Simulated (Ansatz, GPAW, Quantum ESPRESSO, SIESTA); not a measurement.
**One structure in several programs: Mg₆CuBi (P1, 8 atoms in the cell)**

Self-consistent single point, at a second geometry (atoms moved at random). First geometry:

```
CELL_PARAMETERS angstrom
      4.98487     0.00000     0.00000
      0.00000     3.24580     5.45747
      0.00000    -3.24580     5.45747
ATOMIC_POSITIONS crystal
  Mg 0.50000 0.83276 0.33606
  Mg 0.50000 0.33606 0.83276
  Mg 0.00000 0.68603 0.14429
  Mg 0.00000 0.14429 0.68603
  Mg 0.00000 0.67115 0.67115
  Mg 0.00000 0.15954 0.15954
  Cu 0.50000 0.83604 0.83604
  Bi 0.50000 0.33412 0.33412
```

Second geometry:
```xyz
8
Lattice="4.9849 0.0000 0.0000 0.0000 3.2458 5.4575 0.0000 -3.2458 5.4575" Properties=species:S:1:pos:R:3 pbc="T T T"
Mg     2.5000     1.6694     6.3762
Mg     2.4990    -1.5839     6.4022
Mg     0.0494     1.7313     4.4978
Mg    -0.0085    -1.8049     4.5341
Mg    -0.0045    -0.0060     7.3534
Mg     0.0292    -0.0614     1.6885
Cu     2.4481     0.0832     9.1137
Bi     2.4570    -0.0277     3.6938
```

Shared settings, as Ansatz (an electronic-structure program) writes them: kpoints.mp_grid.grid = 4 3 3; scf.occupations.method = gaussian; scf.occupations.width = 0.136 eV. Potentials and cutoffs stand in the table.

| code | model | ΔF from the first geometry (meV/atom) | pressure (GPa) | largest force (eV/Å) | cutoff |
|---|---|---|---|---|---|
| GPAW | PBEsol, GPAW PAW datasets PBEsol (made by gpaw-setup) | 4.8 | -1.36 | 0.434 | 800 eV |
| Ansatz | PBEsol, PAW files made with PBE | 4.7 | -1.34 | 0.433 | default |
| Quantum ESPRESSO | PBEsol, PseudoDojo standard norm-conserving (PBESOL) pseudopotentials | 4.7 | -1.35 | 0.435 | 95 Ry |
| SIESTA | GGA PBEsol, numerical atomic orbitals TZP, PseudoDojo PBEsol standard norm-conserving potentials (rewritten from UPF to PSML) | 7.9 | -1.08 | – | grid 350 Ry |

Size of the force on each atom (eV/Å): Sizes of forces hide their directions.

```csv
code,Mg1,Mg2,Mg3,Mg4,Mg5,Mg6,Cu7,Bi8
GPAW,0.142,0.131,0.248,0.247,0.100,0.434,0.063,0.221
Ansatz,0.141,0.131,0.244,0.242,0.095,0.433,0.062,0.224
Quantum ESPRESSO,0.142,0.130,0.242,0.242,0.092,0.435,0.060,0.225
```

A dash marks a value that a program does not give, or that is left out as unsure.

On Ansatz's run: spin-orbit coupling is off. Spin polarisation is off.

The spread over the programs that give each value: ΔF from the first geometry within 3.2 meV/atom; pressure within 0.28 GPa; largest force within 0.002 eV/Å.

SIESTA uses small atom-centred bases, whose incompleteness enters pressures, forces and empty levels differently from a plane-wave cutoff. Ansatz's pressure is given at a fixed set of plane waves, as the other plane-wave codes print theirs.

The starting cell comes from a database of computed structures (which also holds hypothetical and non-ambient phases and stackings), without a prior relaxation at this level. For this run, on top of that: atoms moved at random.

Left out of this page: CP2K (unsound by tests on forces, stress, charge or solver warnings).

Keys are those of Ansatz 0.2.
